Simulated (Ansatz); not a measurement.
We consider WO₃ (Pm-3m, No. 221, 4 atoms in the cell; start mp-19390; a measured phase of this formula has another space group), described by PBEsol (PAW; Ansatz, an electronic-structure program).

Run with plane-wave cutoff 520 eV, 10×10×10 k mesh, Fermi–Dirac smearing 0.01 eV, no spin polarisation, scalar-relativistic PAW data made under PBE.

Cell (relaxed at this level):

```cif
data_O3W
_chemical_formula_sum 'W1 O3'
_space_group_name_H-M_alt 'P 1'
_space_group_IT_number 1
_cell_length_a 3.79937
_cell_length_b 3.79937
_cell_length_c 3.79937
_cell_angle_alpha 90.000
_cell_angle_beta 90.000
_cell_angle_gamma 90.000
loop_
_space_group_symop_operation_xyz
  'x, y, z'
loop_
_atom_site_label
_atom_site_type_symbol
_atom_site_fract_x
_atom_site_fract_y
_atom_site_fract_z
_atom_site_occupancy
W1 W 0.00000 0.00000 0.00000 1
O1 O 0.00000 0.00000 0.50000 1
O2 O 0.50000 0.00000 0.00000 1
O3 O 0.00000 0.50000 0.00000 1
```

### Question
Predict the band gap and smallest direct gap on the k points sampled.

### Answer

- band gap: 0.58 eV
- smallest direct gap on the k points sampled: 1.62 eV

Spin–orbit coupling is not included.

Static lattice: no zero-point or thermal effects.

Cost on a shared machine: around 11 core-seconds (rough).

A start named mp-… is a Materials Project structure, which need not be a measured phase.
